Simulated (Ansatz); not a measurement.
For BeSe (model structure, started from the CsCl type, Pm-3m, No. 221, 2 atoms in the cell), LDA in Ansatz (PAW) gives:

- equilibrium lattice constant a: 3.045 Å
- bulk modulus B0: 85.1 GPa
- cohesive energy: 3.39 eV/atom

### Question
What does PBEsol (Ansatz, an electronic-structure program, plane waves, PAW) give for the same quantities?

### Answer

- lattice constant a: 3.067 Å (grows by 0.7 %)
- bulk modulus: 81.8 GPa (falls by 3.9 %)
- cohesive energy: 3.03 eV/atom (shrinks by 0.36 eV/atom)

Changes are worked out from the printed values.

Unless a cell is named, each level is at its own relaxed cell (LDA 14.12, PBEsol 14.43 Å³/atom).

Caveats: the bulk modulus is −V dP/dV from two relaxed cells at ±2 % in volume (LDA, PBEsol). Ansatz's density-functional and Hartree–Fock values are scalar-relativistic unless marked +SOC, with PAW data made under PBE.

A model structure was made by putting elements into a prototype or built by hand; it is no filed structure, need not be a known phase, and can be a saddle point held by its symmetry.
